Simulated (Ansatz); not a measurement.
PBE against PBEsol: hypothetical rock salt ZrSi, strain tensor (xx, yy, zz, yz, xz, xy) = (+0.82, +1.25, −0.84, +0.22, +0.26, −1.17) %

Take ZrSi in the rock salt structure (space group Fm-3m, No. 225; a = 5.397 Å; a hypothetical phase, not in the database extracts checked; relaxed with 0.1 eV smearing) as the base. Axes: x, y, z lie along the cube axes.

(Cell as relaxed with PBE.)

Levels (all Ansatz, an electronic-structure program, PAW, earlier PAW set): PBE (420 eV, no SOC); PBEsol (420 eV, spin-orbit coupling left out).

Each level relaxes its own structure.

```csv
base,PBE,PBEsol
volume per atom,19.65 Å³,19.06 Å³
lattice parameter a,5.397 Å,5.342 Å
band gap,zero,zero
```

One thing is altered: the symmetric strain tensor [0.0082 -0.0117 0.0026; -0.0117 0.0125 0.0022; 0.0026 0.0022 -0.0084]; the atoms relax in the strained cell.

| quantity | PBE | PBEsol |
|---|---|---|
| shortest interatomic distance | 2.676 Å | … |
| energy relative to the base (free energy F) | +5.0 meV/atom | … |
| stress (xx, yy, zz, yz, xz, xy; compression positive) | (-2.2, -3.0, 1.5, -0.1, -0.1, 0.5) GPa | … |

### Question
Predict the PBEsol column.

### Answer

- shortest interatomic distance, PBEsol: 2.649 Å
- energy relative to the base (free energy F), PBEsol: +5.3 meV/atom
- stress (xx, yy, zz, yz, xz, xy; compression positive), PBEsol: (-2.4, -3.3, 1.7, -0.1, -0.1, 0.5) GPa

PBE's shortest interatomic distance lies 0.027 Å above PBEsol's (1.0 %). Neither level is exact; PBEsol is the comparison here, not a measurement.

No phonon test of stability was made. All final runs are without spin polarisation.
